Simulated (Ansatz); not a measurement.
An Ansatz (a quantum-chemistry and plane-wave program) input (Kohn–Sham DFT with the r2SCAN functional, run in Ansatz with PAW and 500 eV plane waves, scalar-relativistic without spin-orbit coupling):

Ansatz 0.2 input:
```yaml
crystal:
  lattice:
    - [3.5068685129, 0, 0]
    - [0, 3.5068685129, 0]
    - [1.7534342565, -1.7534342565, 2.6697371847]
  atoms:
    - { symbol: O, position: [0.25, 0.25, 0.5] }
    - { symbol: Ca, position: [0, 0, 0] }
basis: { ecutwfc: 500, ecutrho_ratio: 4, xc_grid: 4, fft_grid_basis: typed }
kpoints: { mp_grid: { grid: [11, 11, 11] } }
hamiltonian:
  xc: r2scan
  dispersion: none
  pseudopotentials: { kind: paw }
scf: { occupations: { method: fermi_dirac, width: 0.05 } }
relax: { f_tol: 0.005, max_steps: 50, cell: { stress_tol: 0.01, fix: [a, b, gamma] } }
output: { forces: true, stress: true }
checkpoint: { write: state.ck, write_every: 1000 }
```

Question: Which symmetry and how many k-points will the program report, and about how many plane waves at Γ?

Answer: Space group I-4m2 (ITA 119) with 8 operations, k-points 126 of 1331, and 821 plane waves at Γ.

Question: And the final pressure?

Answer: 2.20 GPa (compression positive).

The cells carry an imposed strain or load. Stability against distortions was not tested. The cell was made from CaO in the zinc blende structure (space group F-43m, No. 216; a hypothetical phase, not in the database extracts checked) by this change: biaxial strain −4.86 %, plane normal [001], relaxed out of plane.
